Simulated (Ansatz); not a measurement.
Results of PBE0-D3(BJ) in Ansatz (PAW) for AlB2-type ZrB₂.

Run with plane-wave cutoff 460 eV, 12×12×8 k mesh (along the axes of the cell as run), Fermi–Dirac smearing 0.05 eV, scalar-relativistic PAW data made under PBE.

Computed at the level's own relaxed cell.

### Question
Predict the equilibrium lattice constant a and c axis length.

### Answer

- equilibrium lattice constant a = 3.130 Å
- c axis length = 3.490 Å

Measured, for comparison: lattice constant a 3.17 Å, lattice parameter c 3.532 Å (room temperature, no zero-point or thermal correction; as tabulated in Zhang et al. (2020), arXiv:1911.03307). Computed (rounded) less measured: lattice constant a -1.3 %, lattice parameter c -1.2 %. A static lattice is as a rule a little smaller and stiffer than an uncorrected measurement, which narrows the difference in the lattice constant a, lattice parameter c and would widen misses of the other sign.

The computed numbers hold no vibrational or temperature effects.

It cost around 70 core-minutes (rough) of CPU time.

Ansatz is a program for electronic structure.
